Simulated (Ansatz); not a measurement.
For GaAs (model structure, started from the NiAs type, P6₃/mmc, No. 194, 4 atoms in the cell), LDA in Ansatz (PAW) gives:

* **equilibrium lattice constant a**: 3.667 Å
* **lattice parameter c**: 6.299 Å
* **cohesive energy**: 3.73 eV/atom

Question: What does r²SCAN+rVV10 (plane waves, PAW; Ansatz, a program for electronic structure) give for the same quantities?

Answer: 
- lattice constant a: 3.720 Å (increases by 1.4 %)
- lattice parameter c: 6.299 Å (hardly moves)
- cohesive energy: 3.07 eV/atom (falls by 0.66 eV/atom)

Changes are worked out from the printed values.

Unless a cell is named, each level is at its own relaxed cell (LDA 18.33, r²SCAN+rVV10 18.87 Å³/atom).

Ansatz's density-functional and Hartree–Fock values are scalar-relativistic unless marked +SOC, with PAW data made under PBE.

A model structure was made by putting elements into a prototype or built by hand; it is no filed structure, need not be a known phase, and can be a saddle point held by its symmetry.
